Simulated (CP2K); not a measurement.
CP2K run on PbO₂ (P4_2/mnm, 6 atoms in the cell): self-consistent single point.

Computed with PBE, GPW, DZVP-MOLOPT-SR-GTH basis, GTH-PBE potentials (GTH_POTENTIALS) (CP2K).

The change in words: lattice scaled by 0.98. Reference geometry:
```
CELL_PARAMETERS angstrom
      4.88807     0.00000     0.00000
      0.00000     4.88807     0.00000
      0.00000     0.00000     3.33605
ATOMIC_POSITIONS crystal
  Pb 0.00000 0.00000 0.00000
  Pb 0.50000 0.50000 0.50000
  O  0.30743 0.30743 0.00000
  O  0.69257 0.69257 0.00000
  O  0.19257 0.80743 0.50000
  O  0.80743 0.19257 0.50000
```

Reference input (self-consistent single point, DFT PBE, GPW, DZVP-MOLOPT-SR-GTH basis, GTH-PBE potentials (GTH_POTENTIALS)): CUTOFF = 450 Ry; REL_CUTOFF = 60 Ry; SMEAR/METHOD = GAUSSIAN; SIGMA = 0.136 eV; KPOINTS/SCHEME = MONKHORST-PACK 6 6 8; GAMMA_CENTERED = T; XC_FUNCTIONAL = PBE; Pb/BASIS_SET = DZVP-MOLOPT-SR-GTH-q4; Pb/POTENTIAL = GTH-PBE-q4; O/BASIS_SET = DZVP-MOLOPT-SR-GTH-q6; O/POTENTIAL = GTH-PBE-q6; METHOD = GPW. This run's input differs from it in these lines:

```diff
@@ -63,5 +63,5 @@
     &CELL
-      A 4.88806800 0.00000000 0.00000000
-      B 0.00000000 4.88806800 0.00000000
-      C 0.00000000 0.00000000 3.33604700
+      A 4.79030700 0.00000000 0.00000000
+      B 0.00000000 4.79030700 0.00000000
+      C 0.00000000 0.00000000 3.26932600
       PERIODIC XYZ
@@ -70,7 +70,7 @@
       Pb       0.00000000     0.00000000     0.00000000
-      Pb       2.44403400     2.44403400     1.66802350
-      O        1.50273875     1.50273875     0.00000000
-      O        3.38532925     3.38532925     0.00000000
-      O        0.94129525     3.94677275     1.66802350
-      O        3.94677275     0.94129525     1.66802350
+      Pb       2.39515350     2.39515350     1.63466300
+      O        1.47268408     1.47268408     0.00000000
+      O        3.31762292     3.31762292     0.00000000
+      O        0.92246942     3.86783758     1.63466300
+      O        3.86783758     0.92246942     1.63466300
     &END COORD
```

Output, abridged:

```
 SCF WAVEFUNCTION OPTIMIZATION

  Step     Update method      Time    Convergence         Total energy    Change
     1 NoMix/Diag. 0.30E+00      -     1.40255694       -71.4164440809 -7.14E+01
     2 Broy./Diag. 0.30E+00      -     0.26545628       -65.1766447391  6.24E+00
     3 Broy./Diag. 0.30E+00      -     0.12156750       -70.4995764811 -5.32E+00
     4 Broy./Diag. 0.30E+00      -     0.03673215       -71.2484380520 -7.49E-01
     5 Broy./Diag. 0.30E+00      -     0.00839805       -71.0761219624  1.72E-01
     6 Broy./Diag. 0.30E+00      -     0.00028141       -71.1203011834 -4.42E-02
     7 Broy./Diag. 0.30E+00      -     0.00021400       -71.1229992592 -2.70E-03
     8 Broy./Diag. 0.30E+00      -     0.00000672       -71.1204062530  2.59E-03
     9 Broy./Diag. 0.30E+00      -     0.00000599       -71.1204980496 -9.18E-05
    10 Broy./Diag. 0.30E+00      -     0.00000069       -71.1205294843 -3.14E-05
  *** SCF run converged in    10 steps ***

  Overlap energy of the core charge distribution:               0.00000020555223
  Self energy of the core charge distribution:               -180.72350578443940
  Core Hamiltonian energy:                                     51.03939001751073
  Hartree energy:                                              74.93819439050243
  Exchange-correlation energy:                                -16.37456706235345
  Smearing free energy correction:                             -0.00004125106069
  Fermi energy:                                                 0.16571814724388

  Total energy:                                               -71.12052948429636
  Total energy (extrapolated to sigma->0):                    -71.12050885876602

                     Mulliken Population Analysis

   [... lines left out ...]

 STRESS| Analytical stress tensor [bar]
 STRESS|                        x                   y                   z
 STRESS|      x        2.57135038527E+05   2.44620811838E+01  -3.20721298734E-07
 STRESS|      y        2.44620811838E+01   2.57135029402E+05  -3.19431838684E-07
 STRESS|      z       -3.20721298734E-07  -3.19431838684E-07   3.37042535766E+05
 STRESS| 1/3 Trace                                             2.83770867898E+05
```

The run converged in 10 iterations. Against the reference run the free energy rises by 106 meV/atom, the pressure goes from 15.83 to 28.38 GPa and the largest force goes from 0.034 to 0.152 eV/Å.

The starting cell comes from a database of computed structures (which also holds hypothetical and non-ambient phases and stackings), without a prior relaxation at this level. Its lattice was rescaled by a random factor within 2.5 % of one. For this run, on top of that: lattice scaled by 0.98. Values carry the incompleteness of an atom-centred basis. With a pressure of about 28 GPa the cell is away from its equilibrium volume at this level. The run gives no clean gap (levels at the Fermi energy touch, overlap or are partly filled at this smearing), which alone does not show that the compound is a metal.

Cost on one core of a shared machine: roughly 40 s.
